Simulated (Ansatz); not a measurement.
ZnSe under load (space group I-4m2), r2SCAN with spin-orbit coupling, rigid bands run with Ansatz (a first-principles code). Condition of this run: biaxial stress in (001) of 2.4 GPa (compression positive) (the target of the relaxation). Band gap 1.82 eV, N_c = 1.24e18 cm⁻³ and N_v = 7.23e18 cm⁻³ at 300 K, conductivity masses along x (a = (0.00, 2.74, 2.91) Å; b = (2.74, 0.00, 2.91) Å; c = (2.74, 2.74, 0.00) Å) of 0.138 mₑ (electrons) and 0.441 mₑ (holes). Take k_BT = 0.02585 eV.

What built-in voltage has an abrupt junction with N_A = 1e16 and N_D = 1e17 cm⁻³, all dopants ionised?

V_bi = E_g/e − (k_BT/e) ln(N_c N_v/(N_A N_D)) = 1.82 − 0.02585 × 9.10 = 1.58 V, for the computed gap.

Find the intrinsic carrier density and the intrinsic Fermi level.

n_i = √(N_c N_v) exp(−E_g/2k_BT) = 2.99e18 × exp(−35.20) = 1.5e3 cm⁻³. The level lies (k_BT/2) ln(N_v/N_c) = 23 meV from mid-gap (positive towards the conduction band). Each 0.1 eV added to the gap lowers n_i by a factor of 6.9.

A film of it is 3 nm thick, with its normal along the direction named. Estimate the confinement energies in an infinite well.

ħ²π²/(2m t²) = 0.376 eV·nm²/(m/mₑ × t²) gives 303 meV for electrons and 94.7 meV for holes, so the gap would widen to about 2.22 eV. Finite barriers and nonparabolic bands lower this, and with several valleys or bands the heaviest mass along the normal sets the lowest level, not this average.

Rigid bands with the computed gap; masses take one relaxation time for all states. Geometry: cell and atoms relaxed with PBEsol.
